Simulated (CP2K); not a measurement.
Band structure of AlN (F-43m, 2 atoms in the cell).

```yaml
crystal:
  lattice:
    - [3.08864, 0.00000, 0.00000]
    - [1.54432, 2.67484, 0.00000]
    - [1.54432, 0.89161, 2.52186]
  atoms:
    - { symbol: Al, position: [0.00000, 0.00000, 0.00000] }
    - { symbol: N, position: [0.75000, 0.75000, 0.75000] }
```

Computed with PBE, GPW, DZVP-MOLOPT-SR-GTH basis, GTH-PBE potentials (GTH_POTENTIALS) (CP2K 2026.2).

Settings: CUTOFF = 400 Ry; REL_CUTOFF = 50 Ry; KPOINTS/SCHEME = MONKHORST-PACK 9 9 9; XC_FUNCTIONAL = PBE; Al/BASIS_SET = DZVP-MOLOPT-SR-GTH-q3; Al/POTENTIAL = GTH-PBE-q3; N/BASIS_SET = DZVP-MOLOPT-SR-GTH-q5; N/POTENTIAL = GTH-PBE-q5; METHOD = GPW; EPS_DEFAULT = 1e-10; EXTRAPOLATION = USE_GUESS; NGRIDS = 5; SCF_GUESS = ATOMIC; EPS_SCF = 1e-06.

The starting cell comes from a database of computed structures (which also holds hypothetical and non-ambient phases and stackings), without a prior relaxation at this level. Values carry the incompleteness of an atom-centred basis.

Q: Predict the gap along the standard path and the places of the band edges.

A: The gap along the path is 3.32 eV, from a point between K and Γ to X; the smallest direct gap on it is 4.38 eV.

Levels in eV from the top of the valence band on the SCF mesh, bands 1 to 5:
| point | 1 | 2 | 3 | 4 | 5 |
|---|---|---|---|---|---|
| Γ | -14.97 | 0.00 | 0.00 | 0.00 | 4.38 |
| X | -12.30 | -4.92 | -1.77 | -1.77 | 3.32 |
| W | -12.25 | -3.77 | -3.46 | -2.71 | 6.07 |
| K | -12.32 | -4.26 | -3.65 | -1.37 | 5.22 |
| L | -12.94 | -5.88 | -0.47 | -0.47 | 7.47 |
| U | -12.32 | -4.26 | -3.65 | -1.37 | 5.22 |

Higher empty bands are left out: an atom-centred basis made for the valence describes them poorly.
